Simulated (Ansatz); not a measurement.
ZnS (F-43m), r2SCAN with spin-orbit coupling, rigid bands run with Ansatz (a program for electronic structure): Condition of this run: hydrostatic pressure 10 GPa (the target of the relaxation). band gap 3.16 eV, N_c = 2.52e18 cm⁻³ and N_v = 4.75e19 cm⁻³ at 300 K, conductivity masses of 0.221 mₑ (electrons) and 0.766 mₑ (holes). Take k_BT = 0.02585 eV.

Q: A film of it is 8 nm thick. Estimate the confinement energies in an infinite well.

A: ħ²π²/(2m t²) = 0.376 eV·nm²/(m/mₑ × t²) gives 26.6 meV for electrons and 7.67 meV for holes, so the gap would widen to about 3.19 eV. Finite barriers and nonparabolic bands lower this, and with several valleys or bands the heaviest mass along the normal sets the lowest level, not this average.

Q: Find the intrinsic carrier density and the intrinsic Fermi level.

A: n_i = √(N_c N_v) exp(−E_g/2k_BT) = 1.09e19 × exp(−61.12) = 3.1e-8 cm⁻³. The level lies (k_BT/2) ln(N_v/N_c) = 38 meV from mid-gap (positive towards the conduction band). Each 0.1 eV added to the gap lowers n_i by a factor of 6.9.

Q: What thermal injection velocity √(2k_BT/πm) limits a ballistic channel?

A: 1.14e7 cm/s for electrons and 6.15e6 cm/s for holes, a ratio of √(m_h/m_e) = 1.86, for dilute carriers.

Rigid, parabolic bands with the computed gap; masses take one relaxation time for all states.
